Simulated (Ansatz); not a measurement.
Results of PBE-D3(BJ) (PAW; Ansatz, an electronic-structure program) for NbAs (model structure, started from the NbAs type, I4₁md, No. 109, 4 atoms in the cell).

Settings: plane-wave cutoff 500 eV, 16×16×16 k mesh, Fermi–Dirac smearing 0.05 eV, no spin polarisation, scalar-relativistic PAW data made under PBE.

Cell (relaxed at this level):

```xyz
4
Lattice="-1.7199 1.7199 5.7787 1.7199 -1.7199 5.7787 1.7199 1.7199 -5.7787" Properties=species:S:1:pos:R:3 pbc="T T T"
Nb     0.0000     0.0000     8.6522
Nb     0.0000     1.7199    -0.0159
As     0.0000     0.0000     1.9344
As     0.0000     1.7199     4.8238
```

Problem. Estimate the band gap that the calculation returns.

Solution. 
band gap: 0.02 eV (under three smearing widths, so not firm)

Note: the relaxation could raise the start's symmetry but not lower it, so the cell can be a saddle point.

Spin–orbit coupling is not included.

The computed numbers hold no vibrational or temperature effects.

A model structure was made by putting elements into a prototype or built by hand; it is no filed structure, need not be a known phase, and can be a saddle point held by its symmetry.
